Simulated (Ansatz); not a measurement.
# BaTiO3: response to strain

The parent structure is BaTiO3 in the cubic perovskite structure (space group Pm-3m, No. 221).

```
CELL_PARAMETERS angstrom
      3.96988     0.00000     0.00000
      0.00000     3.96988     0.00000
      0.00000     0.00000     3.96988
ATOMIC_POSITIONS crystal
  Ba 0.00000 0.00000 0.00000
  Ti 0.50000 0.50000 0.50000
  O  0.50000 0.00000 0.50000
  O  0.00000 0.50000 0.50000
  O  0.50000 0.50000 0.00000
```

Cartesian axes are those of the cell as printed.

Strains are applied to the cell and any free atomic positions relax.

Level of theory: DFT with PBEsol, PAW potentials and a 420 eV plane-wave cutoff in Ansatz (an electronic-structure program), no spin-orbit coupling.

```tsv
variant	band gap	volume per atom	smallest direct gap
base	1.82 eV	12.51 Å³	1.89 eV
uniaxial strain ε_zz = +0.60 %	1.79 eV	12.59 Å³	1.88 eV
uniaxial strain ε_zz = +1.20 %	1.76 eV	12.66 Å³	1.87 eV
uniaxial strain ε_zz = +1.80 %	1.74 eV	12.74 Å³	1.86 eV
uniaxial strain ε_zz = +2.40 %	1.72 eV	12.81 Å³	1.85 eV
uniaxial strain ε_zz = +3.00 %	1.69 eV	12.89 Å³	1.84 eV
```

Stability against distortions was not tested. All final runs are without spin polarisation. Many cubic perovskites are stable only at high temperature; tilts and polar distortions were not tested. This is not the structure that BaTiO3 has at room temperature and ambient pressure.
